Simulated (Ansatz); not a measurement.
L1₂ (Cu3Au-type) Ni3Fe was calculated with PBE-D3(BJ) (plane waves, PAW; Ansatz, a program for electronic structure).

Run with plane-wave cutoff 520 eV, 16×16×16 k mesh, Fermi–Dirac smearing 0.05 eV, spin-polarised with parallel moments, scalar-relativistic PAW data made under PBE.

The cell is scaled about its equilibrium volume:

| V (Å³/atom) | P (GPa) | moment (μB per cell of 4 atoms) |
|---|---|---|
| 10.132 | 15.22 | 4.66 |
| 10.347 | 9.54 | 4.70 |
| 10.563 | 4.49 | 4.75 |
| 10.779 | -0.01 | 4.79 |
| 10.994 | -4.01 | 4.82 |
| 11.210 | -7.56 | 4.85 |
| 11.425 | -10.70 | 4.88 |
